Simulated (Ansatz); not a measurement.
A computed series for ZnCu: response to strain

Start from ZnCu in the CsCl type structure (space group Pm-3m, No. 221; a = 2.908 Å; relaxed with 0.1 eV smearing). Axes: x, y, z lie along the cube axes.

Strains are applied to the cell and any free atomic positions relax; under biaxial strain the out-of-plane vector relaxes too.

Calculations: PBEsol, PAW, 420 eV (Ansatz, a quantum-chemistry and plane-wave program; without spin-orbit coupling).

Notes on the quantities. energy relative to the base: free energy F.

| biaxial strain, plane normal [111], relaxed out of plane (%) | energy relative to the base (meV/atom) |
|---|---|
| -2.5 | 15.4 |
| -2.08 | ? |
| -1.67 | 6.7 |
| -1.25 | 3.7 |
| -0.83 | 1.6 |
| -0.42 | 0.4 |
| 0 | 0.0 |

### Question
Fit ΔE = Aε² + Bε³ (ε in %) to the rows shown and predict the withheld row.

### Answer
Least squares on the printed values gives A = 2.27 and B = -0.077 meV/atom (largest residual 0.0 meV/atom); this predicts 10.5 meV/atom, and the run gives 10.5 meV/atom, in agreement.

Whether these cells are dynamically stable was not tested. The final runs are not spin-polarised.
